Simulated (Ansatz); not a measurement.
The parent structure is HgSe in the zinc blende structure (space group F-43m, No. 216).

```
CELL_PARAMETERS angstrom
      0.00000     3.06660     3.06660
      3.06660     0.00000     3.06660
      3.06660     3.06660     0.00000
ATOMIC_POSITIONS crystal
  Se 0.25000 0.25000 0.25000
  Hg 0.00000 0.00000 0.00000
```

Computed with Kohn–Sham DFT with the PBEsol functional, run in Ansatz (a quantum-chemistry and plane-wave program) with PAW and 420 eV plane waves, spin-orbit coupling left out, earlier PAW set.

For the base:

- Lattice parameter a = 613.3 pm

Now apply this change: a negative pressure, −2 GPa.

### Question
Predict the new lattice parameter a.

### Answer
The lattice parameter a goes up by 8.94 pm (613.3 pm → 622.3 pm).

A case with no gap was solved on a k-mesh chosen for an insulator, which is coarse for it. Load acts through the strain it causes; cell and atoms are relaxed under it. Whether these cells are dynamically stable was not tested. All final runs are without spin polarisation.
